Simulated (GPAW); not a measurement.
# Input and output of a self-consistent single point for InP3 (R-3m, 8 atoms in the cell) (GPAW)

Method of the run: PBEsol, GPAW PAW datasets PBEsol (made by gpaw-setup) (plane waves; GPAW 25.7.0).

Input:

```python
from ase import Atoms
from ase.units import GPa
from gpaw import GPAW, PW

atoms = Atoms(['In', 'In', 'P', 'P', 'P', 'P', 'P', 'P'],
              cell=[[3.740335, 2.159483, 3.371020],
                    [-3.740335, 2.159483, 3.371020],
                    [0.000000, -4.318967, 3.371020]],
              positions=[[-0.000000, -0.000000, 2.736594],
                         [0.000000, -0.000001, 7.376466],
                         [2.072295, -1.196441, 6.211745],
                         [-2.072295, 1.196440, 3.901315],
                         [-0.000000, 2.392880, 6.211745],
                         [-0.000000, -2.392881, 3.901315],
                         [-2.072295, -1.196441, 6.211745],
                         [2.072295, 1.196440, 3.901315]],
              pbc=True)

calc = GPAW(mode=PW(600),
            xc='PBEsol',
            kpts=(4, 4, 4),
            occupations={'name': 'methfessel-paxton', 'width': 0.05, 'order': 1},
            nbands=-16,
            convergence={'forces': 0.001},
            symmetry={'symmorphic': False, 'tolerance': 0.0005},
            maxiter=150)

atoms.calc = calc

energy = atoms.get_potential_energy()
print('Energy (eV):', round(energy, 6))
forces = atoms.get_forces()
print('Forces (eV/Ang):')
print(forces.round(5))
stress = atoms.get_stress()
print('Stress (GPa, Voigt):', (stress / GPa).round(4))
```

The program printed (abridged):

```
Input parameters:
  convergence: {forces: 0.001}
  kpts: [4 4 4]
  maxiter: 150
  mode: {ecut: 600.0,
         name: pw}
  nbands: -16
  occupations: {name: methfessel-paxton,
                order: 1,
                width: 0.05}
  symmetry: {symmorphic: False,
             tolerance: 0.0005}
  xc: PBEsol

species:
  In:
    name: Indium
    Z: 49.0
    valence: 13
    core: 36
    charge: 0.0
    file: In.PBEsol.gz

    # Using partial waves for In as LCAO basis

  P:
    name: Phosphorus
    Z: 15.0
    valence: 5
    core: 10
    charge: 0.0
    file: P.PBEsol.gz

    # Using partial waves for P as LCAO basis

Reference energy: -375526.568903  # eV

Spin-paired calculation

Convergence criteria:
 Maximum [total energy] change in last 3 cyles: 0.0005 eV / valence electron
 Maximum integral of absolute [dens]ity change: 0.0001 electrons / valence electron
 Maximum integral of absolute [eigenst]ate change: 4e-08 eV^2 / valence electron
 Maximum change in the atomic [forces] across last 2 cycles: 0.001 eV/Ang OR
Maximum error relative to the maximum force is below inf
 Maximum number of scf [iter]ations: 150

Symmetries present (total): 12
Symmetries with fractional translations: 0
64 k-points: 4 x 4 x 4 Monkhorst-Pack grid
10 k-points in the irreducible part of the Brillouin zone
       k-points in crystal coordinates                weights
   0:     0.12500000    0.12500000   -0.12500000          6/64
   1:     0.12500000    0.12500000    0.12500000          2/64
   2:     0.37500000   -0.12500000   -0.12500000          6/64
   [... 7 lines left out ...]

Wave functions: Plane wave expansion
  Cutoff energy: 600.000 eV
  Number of coefficients (min, max): 5428, 5470
  Pulay-stress correction: 0.000000 eV/Ang^3 (de/decut=0.000000)

Occupation numbers: Methfessel-Paxton:
  width: 0.0500  # eV
  order: 1

Eigensolver

Densities:
  Coarse grid: 32*32*32 grid
  Fine grid: 64*64*64 grid
  Total Charge: 0.000000

Density mixing:
  Method: separate
  Backend: pulay
  Linear mixing parameter: 0.05
  old densities: 5
  Damping of long wavelength oscillations: 50

Hamiltonian:
  XC and Coulomb potentials evaluated on a 64*64*64 grid
  External potential:
    NoExternalPotential

XC parameters: PBEsol with 2 nearest neighbor stencil

Number of atoms: 8
Number of atomic orbitals: 42
Number of bands in calculation: 44
Number of valence electrons: 56
Bands to converge: occupied

Density initialized from atomic densities
  42 bands from LCAO basis set
  2 bands from random numbers

Atomic positions and initial magnetic moments

Positions:
   0 In    -0.000000   -0.000000    2.736594    ( 0.0000,  0.0000,  0.0000)
   1 In     0.000000   -0.000001    7.376466    ( 0.0000,  0.0000,  0.0000)
   2 P      2.072295   -1.196441    6.211745    ( 0.0000,  0.0000,  0.0000)
   3 P     -2.072295    1.196440    3.901315    ( 0.0000,  0.0000,  0.0000)
   4 P     -0.000000    2.392880    6.211745    ( 0.0000,  0.0000,  0.0000)
   5 P     -0.000000   -2.392881    3.901315    ( 0.0000,  0.0000,  0.0000)
   6 P     -2.072295   -1.196441    6.211745    ( 0.0000,  0.0000,  0.0000)
   7 P      2.072295    1.196440    3.901315    ( 0.0000,  0.0000,  0.0000)

Unit cell:
           periodic     x           y           z      points  spacing
  1. axis:    yes    3.740335    2.159483    3.371020    32     0.1705
  2. axis:    yes   -3.740335    2.159483    3.371020    32     0.1705
  3. axis:    yes    0.000000   -4.318967    3.371020    32     0.1705

  Lengths:   5.478800   5.478800   5.478800
  Angles:   86.108785  86.108785  86.108791

Effective grid spacing dv^(1/3) = 0.1708

     iter     time        total  log10-change:
                         energy   eigst   dens  force
iter:   1 --:--:--   -42.120413
iter:   2 --:--:--   -42.097856   -1.32  -1.14
iter:   3 --:--:--   -41.621310   -1.82  -1.17
iter:   4 --:--:--   -41.696481   -2.45  -1.46
iter:   5 --:--:--   -41.610798   -2.18  -1.60
iter:   6 --:--:--   -41.589821   -2.97  -2.03
iter:   7 --:--:--   -41.576191   -3.28  -2.19
iter:   8 --:--:--   -41.576265c  -4.12  -2.69
iter:   9 --:--:--   -41.575169c  -4.72  -2.93
iter:  10 --:--:--   -41.575250c  -5.12  -3.16
iter:  11 --:--:--   -41.575197c  -6.32  -3.68
iter:  12 --:--:--   -41.575198c  -7.56c -3.68
iter:  13 --:--:--   -41.575142c  -5.96  -3.72
iter:  14 --:--:--   -41.575142c  -7.54c -4.02c
iter:  15 --:--:--   -41.575144c  -7.33  -4.07c
iter:  16 --:--:--   -41.575141c  -7.97c -4.15c -2.22
iter:  17 --:--:--   -41.575138c  -7.57c -4.22c -2.69
iter:  18 --:--:--   -41.575138c  -8.51c -4.38c -2.90
iter:  19 --:--:--   -41.575138c  -7.77c -4.42c -2.63
iter:  20 --:--:--   -41.575138c  -8.18c -4.61c -2.74
iter:  21 --:--:--   -41.575138c  -8.60c -4.72c -2.87
iter:  22 --:--:--   -41.575138c  -8.31c -4.77c -2.88
iter:  23 --:--:--   -41.575138c  -9.61c -4.83c -3.41c

Converged after 23 iterations.

Dipole moment: (-0.000000, -0.000000, -0.000000) |e|*Ang

Energy contributions relative to reference atoms: (reference = -375526.568903)

Kinetic:        +58.212992
Potential:      -53.979250
External:        +0.000000
XC:             -45.929365
Entropy (-ST):   -0.000775
Local:           +0.121002
SIC:             +0.000000
--------------------------
Free energy:    -41.575396
Extrapolated:   -41.575138

Showing only first 2 kpts
 Kpt  Band  Eigenvalues  Occupancy
  0    26      5.10847    2.00000
  0    27      5.38820    2.00000
  0    28      6.30207   -0.00000
  0    29      6.98929   -0.00000

  1    26      5.43673    2.00000
  1    27      5.52462    2.00000
  1    28      5.52462    2.00000
  1    29      7.44855    0.00000

Fermi level: 6.07920

No gap
No difference between direct/indirect transitions
Energy (eV): -41.575138

Forces in eV/Ang:
  0 In    0.00000   -0.00000    0.02835
  1 In    0.00000    0.00000   -0.02835
  2 P    -0.15879    0.09168   -0.24003
  3 P     0.15879   -0.09168    0.24003
  4 P    -0.00000   -0.18335   -0.24003
  5 P    -0.00000    0.18335    0.24003
  6 P     0.15879    0.09168   -0.24003
  7 P    -0.15879   -0.09168    0.24003

Stress tensor:
     0.007453     0.000000    -0.000000
     0.000000     0.007453     0.000000
    -0.000000     0.000000     0.011451
Stress (GPa, Voigt): [ 1.1941  1.1941  1.8347  0.     -0.      0.    ]
```

The run converged in 23 iterations. GPAW prints stress with tension positive.

The starting cell comes from a database of computed structures (which also holds hypothetical and non-ambient phases and stackings), without a prior relaxation at this level. The run gives no clean gap (levels at the Fermi energy touch, overlap or are partly filled at this smearing), which alone does not show that the compound is a metal.

Cost on one core of a shared machine: roughly 40 s.
